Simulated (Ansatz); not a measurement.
The reference is CaO in the rock salt structure (space group Fm-3m, No. 225; a = 4.8308 Å).

The values are results of Ansatz (a program for electronic structure) PBE, scalar-relativistic without spin-orbit coupling, not measurements.

For the base:

| Quantity | Value |
|---|---|
| Gap character | indirect, Γ → X |
| Electron mass | 1.4 mₑ along k, 0.44 mₑ across (at X) |
| Band gap | 3.66 eV |
| Width of the top valence band | 1.16 eV |
| Hole mass | 0.35, 2.9, 2.9 mₑ (at Γ) |

One thing is altered: S takes the place of O on all its sites; the structure is relaxed again.

Tabulated Pauling electronegativity and covalent radius: O 3.44, 0.66 Å; S 2.58, 1.05 Å.

Question: What happens to the gap character?

Answer: The gap character is still indirect, Γ → X.

Question: Estimate the effect on the electron mass.

Answer: The electron mass changes from 1.4 mₑ along k, 0.44 mₑ across (at X) to 1.4 mₑ along k, 0.31 mₑ across (at X).

Question: Predict the new band gap.

Answer: The band gap shrinks by 1.28 eV (3.66 eV → 2.38 eV).

Question: Estimate the effect on the width of the top valence band.

Answer: The width of the top valence band goes up by 0.365 eV (1.16 eV → 1.53 eV).

Question: Predict the new hole mass.

Answer: The hole mass (degenerate bands, along [100]) changes from 0.35, 2.9, 2.9 mₑ (at Γ) to 0.23, 1.2, 1.2 mₑ (at Γ).

Masses are band curvatures over ±0.01 Å⁻¹ around the edge. Along k means along the line from Γ to the band edge. Whether these cells are dynamically stable was not tested.
